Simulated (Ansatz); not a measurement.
We consider SrTiO3 (I4/mcm, No. 140, 10 atoms in the cell; start mp-4651), described by LDA (Ansatz, a program for electronic structure, plane waves, PAW).

Settings: plane-wave cutoff 520 eV, 10×10×10 k mesh, Fermi–Dirac smearing 0.01 eV, no spin polarisation, scalar-relativistic PAW data made under PBE.

Cell (relaxed at this level):

SrTiO3 is modelled in the tetragonal space group I4/mcm (No. 140), Pearson symbol tI20. Conventional cell: a = b = 5.432 Å, c = 7.743 Å, α = β = γ = 90.00°. Sr on 4b is coordinated by 4 O at 2.582 Å and 4 O at 2.716 Å and 4 O at 2.880 Å (cuboctahedral). Ti on 4c is surrounded by 6 O at 1.932–1.936 Å (octahedral). O1 on 8h is surrounded by 2 Ti at 1.932 Å and 2 Sr at 2.582 Å and 2 Sr at 2.880 Å (octahedral). O2 on 4a has 2 Ti at 1.936 Å and 4 Sr at 2.716 Å (octahedral). (Neighbours: up to the widest gap in distance over summed covalent radii, below 1.35, at either atom; cation-cation and far metal-metal contacts left out.)
(The calculation used a cell of 10 atoms; values per cell refer to that cell.)

Q: Predict the band gap.

A: 
- band gap: 2.01 eV (on the SCF k mesh)

Note: the relaxation could not lower the start's symmetry, so the cell can be a saddle point above a distorted one.

Spin–orbit coupling is not included.

A start named mp-… is a Materials Project structure, which need not be a measured phase.
